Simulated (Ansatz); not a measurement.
Consider SnO₂ in the rutile structure (space group P4_2/mnm, No. 136; a = 4.722 Å, c = 3.190 Å). Axes: x, y, z lie along a, b, c of the conventional cell.

The values are results of Ansatz (a quantum-chemistry and plane-wave program) LDA, without spin-orbit coupling, not measurements.

Base values:

The shortest interatomic distance is 2.044 Å. The electron mass is 0.18 mₑ along c, 0.20 mₑ across (at Γ). The band gap comes out as 1.16 eV.

Now apply this change: a pure shear with ε_xz = ε_zx = 0.0033; the atoms relax in the strained cell.

Question: What does the calculation give for the shortest interatomic distance after the change?

Answer: The shortest interatomic distance stays 2.044 Å.

Question: Predict the new electron mass.

Answer: The electron mass changes from 0.18 mₑ along c, 0.20 mₑ across (at Γ) to 0.18 mₑ along z, 0.20 mₑ across (at Γ).

Question: What does the calculation give for the stress after the change?

Answer: The stress (xx, yy, zz, yz, xz, xy; compression positive) comes out as (0.00, 0.00, 0.01, 0.00, -0.62, 0.00) GPa.

Question: What happens to the band gap?

Answer: The band gap is still 1.16 eV.

Effective masses come from finite differences of ±0.01 Å⁻¹. Whether these cells are dynamically stable was not tested.
